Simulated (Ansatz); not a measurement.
Consider AlN in the zinc blende structure (space group F-43m, No. 216; a = 4.342 Å). Axes: x, y, z lie along the cube axes.

The values are results of Ansatz (a quantum-chemistry and plane-wave program), LDA, PAW, cutoff 420 eV, spin-orbit coupling left out, not measurements.

Base values:

The smallest direct gap is 4.39 eV.

The change: compressive biaxial strain of 3.00 % in the plane normal to [001], as in epitaxy on a mismatched substrate; the out-of-plane cell vector and the atoms relax.

**Question.** Predict the new smallest direct gap and energy relative to the base.

**Answer.** The smallest direct gap increases by 0.156 eV to 4.54 eV; the energy rises by 18 meV/atom.

Stability against distortions was not tested. This is not the structure that AlN has at room temperature and ambient pressure.
